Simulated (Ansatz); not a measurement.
Take MgO in the rock salt structure (space group Fm-3m, No. 225; a = 4.215 Å) as the base.

Levels (all Ansatz, a first-principles code, PAW, earlier PAW set): PBEsol (420 eV, no spin-orbit coupling); r2SCAN (500 eV, no spin-orbit coupling).

Its gap is 4.62 eV with PBEsol and 5.62 eV with r2SCAN.

Perturbation: full substitution Mg → Ca; the structure is relaxed again.

With PBEsol the gap becomes 3.54 eV.

**Question.** If the r2SCAN correction stayed the same, what would the r2SCAN gap be, and what does the r2SCAN run give?

**Answer.** A rigid correction of +1.00 eV gives 4.54 eV. The r2SCAN run gives 4.19 eV, so the correction itself changes by -0.35 eV.

Single points use the geometry relaxed with PBEsol. Whether these cells are dynamically stable was not tested.
